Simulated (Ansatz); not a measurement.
# Defect calculation: C on the Si site (C_Si) in beta Si3N4

All values below come from PBE, PAW (plane waves to 420 eV; Ansatz, a program for electronic structure). Cell: 84 sites, 1×1×3; final energies on a 2×2×2 shifted mesh. Site at the start: the Si(2,4-fold) site. Energies of charged states are corrected for periodic images (point charge plus alignment at distant sites). Dielectric constants: PBE linear response of the host. Host gap at this level: 4.25 eV. A cell of this size leaves errors of a few tenths of an eV. PBE underestimates the host's gap, which shifts levels and can delocalise carriers. Spin–orbit coupling is left out. Each state is the lowest found from its start.

Formation energies E_f are given with the Fermi level at the valence-band maximum. Chemical conditions: Si-rich (Δμ(Si) = 0.00 eV, Δμ(C) = -0.41 eV, bounded by 6H silicon carbide; only phases computed here count, gases as isolated molecules at 0 K). Reference phases: C: graphite, Si: silicon.

| charge | moment (μB) | largest move off a lattice site (Å) | image correction with alignment (eV) | E_f, Si-rich (eV) |
|---|---|---|---|---|
| +1* | 1.0 | 0.21 | – | – |
| 0 | not spin-polarised | 0.21 | 0.00 | 6.00 |
| −1† | 1.0 | 0.37 | 0.30 | – |

* At this level the carrier isn't localised at the defect: at charge +1 holes occupy the valence band. Such a state is shallow or no state of the defect, and this cell gives it no level.

† Not settled in this cell, so no level is given: charge −1: carriers not clearly localised.

Flagged in the runs: a doubtful potential alignment, a host whose relaxation on this sampling wasn't shown to rest, a strain field that reaches the edge of the cell.

All states together cost roughly 90 core-minutes.
